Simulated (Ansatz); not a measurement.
NH2 on the 1x1 (10-10) surface of wurtzite ZnO (cut with top plane O + Zn), one in a 2x1 cell, energies for each (34.7 Å²). Energies are against NH3(g) − ½ H2(g), without zero-point or thermal terms; each row is named by its start (#2, #3: further inequivalent places of a kind).

Host crystal: wurtzite ZnO, with a band gap (PBE, scalar-relativistic without spin-orbit coupling).

Calculation: PBE (plane waves to 420 eV, PAW; Ansatz, a quantum-chemistry and plane-wave program).

Slab: 35 atoms, 9.4 Å thick at the start under the adsorbate (thin: gaps and levels are the slab's own); k 3x4x1, smearing 0.01 eV, dipole-corrected; 16 atoms held, the rest relaxed; each run with such symmetry as its start has; spin-polarised, no spin-orbit, no U, no dispersion correction.

A negative adsorption energy means that the adsorbate is more stable on the surface than in its reference. Starts that drift may end in the same place. Heights count from the host atoms within 0.3 Å of the top one. Moments of ungapped slabs depend on the mesh.

```csv
starting site,E_ads (eV),height (Å),nearest host atom (Å),bonded to,change of the vacuum step (eV),lateral drift (Å),moment (μB)
top O (the adsorbate broke or entered a bond of the host),2.46,1.06,O 1.45,O + Zn,-2.54,0.6,0.0
top Zn,1.58,1.97,Zn 1.96,Zn,-0.79,0.2,1.0
top Zn #2 (the adsorbate is not bonded to the surface),2.26,1.82,O 2.82,none within bonding distance,-0.37,1.3,1.0
over O at depth 0.9 Å (the adsorbate broke or entered a bond of the host),3.33,1.43,O 1.51,O,-0.30,0.9,0.2
hollow O-O-Zn-Zn-Zn (the adsorbate is not bonded to the surface),2.23,1.99,Zn 2.67,none within bonding distance,-0.60,0.3,1.0
hollow beside O (the adsorbate broke or entered a bond of the host),2.46,1.06,O 1.45,O + Zn,-2.54,0.8,0.0
bridge Zn-Zn (span 3.3 Å) (the adsorbate is not bonded to the surface),2.23,1.99,Zn 2.67,none within bonding distance,-0.62,0.4,1.0
bridge Zn-Zn (span 3.3 Å) #2,1.46,1.58,Zn 1.96,Zn,-1.00,0.8,1.0
```
